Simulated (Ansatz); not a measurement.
These are PBE (plane waves to 420 eV, PAW; Ansatz, a quantum-chemistry and plane-wave program) values and carry that method's errors.

Electrostatic potential energy of an electron, averaged over planes parallel to the surface, in eV from the Fermi level, for NH2 on the 1x1 (0001) surface of hcp Co, ferromagnetic, one in a 2x2 cell, started at the site 'bridge Co-Co (span 2.5 Å)':

```
z (Å)  V (eV)
-----  ------
5.38     4.97
5.67     4.97
5.95     4.96
6.23     4.96
6.52     4.95
6.80     4.94
7.08     4.91
7.37     4.85
7.65     4.74
7.93     4.49
8.22     4.00
8.50     2.98
8.78     0.87
9.07    -4.86
9.35   -13.72
9.63   -19.74
9.92   -19.45
10.20  -13.07
10.48   -4.76
10.77   -1.56
11.05   -6.25
11.33  -14.77
11.62  -20.18
11.90  -19.15
12.18  -12.21
12.47   -3.83
12.75   -0.62
13.03   -4.05
13.32  -12.50
13.60  -19.28
13.88  -20.07
14.17  -14.48
14.45   -5.95
14.73   -1.49
15.02   -4.59
15.30  -12.52
15.58  -19.00
15.87  -19.68
16.15  -14.20
16.43   -5.80
16.72   -0.29
17.00    0.41
17.28   -0.22
17.57   -0.15
17.85   -0.04
18.13    1.02
18.42    2.52
18.70    2.98
18.98    3.16
19.27    3.23
19.55    3.26
19.83    3.27
20.12    3.27
20.40    3.28
20.68    3.28
20.97    3.28
21.25    3.28
21.53    3.28
21.82    3.28
22.10    3.28
22.38    3.28
```

Slab: 19 atoms, 6.0 Å thick at the start under the adsorbate (thin: gaps and levels are the slab's own); k 7x7x1, smearing 0.1 eV, dipole-corrected; 8 atoms held, the rest relaxed; no symmetry held; spin-polarised, no spin-orbit, no U, no dispersion correction. At the end it is bonded to 2 Co. In PBE it is, or lies within 0.03 eV of, the lowest of the starts that converged.

Task: The surface cell has an area of 21.53 Å². What dipole along the normal does the step between the two vacuum levels imply?

Result: the top vacuum level lies 1.69 eV below the bottom one; p = −ε₀ A ΔV (ε₀ = 0.005526 e/(V·Å)) gives 0.20 e·Å a cell.
